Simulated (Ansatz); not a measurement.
Start from LiNbO3 (space group R3c, No. 161).

```
CELL_PARAMETERS angstrom
      2.56838     1.48285     4.62904
     -2.56838     1.48285     4.62904
      0.00000    -2.96571     4.62904
ATOMIC_POSITIONS crystal
  Li 0.70208 0.70208 0.70208
  Li 0.20208 0.20208 0.20208
  Nb 0.98410 0.98410 0.98410
  Nb 0.48410 0.48410 0.48410
  O  0.62226 0.87652 0.26475
  O  0.87652 0.26475 0.62226
  O  0.26475 0.62226 0.87652
  O  0.76475 0.37652 0.12226
  O  0.37652 0.12226 0.76475
  O  0.12226 0.76475 0.37652
```

Level of theory: r2SCAN (Ansatz, a first-principles code), scalar-relativistic without spin-orbit coupling, earlier PAW set.

Before the change:

Volume per atom: 10.58 Å³

It is then changed as follows: full substitution Li → Hf; the structure is relaxed again.

**Question.** How does this affect the volume per atom?

**Answer.** The volume per atom grows by 1.61 Å³ to 12.19 Å³.

A trial with spin polarisation found a lower state for one case, which could not be relaxed; the values given are those without spin. Whether these cells are dynamically stable was not tested. As relaxed here, HfNbO3 is a hypothetical phase, not in the database extracts checked. No Hubbard U is applied, and correlation can decide whether such a compound is a metal. All final runs are without spin polarisation.
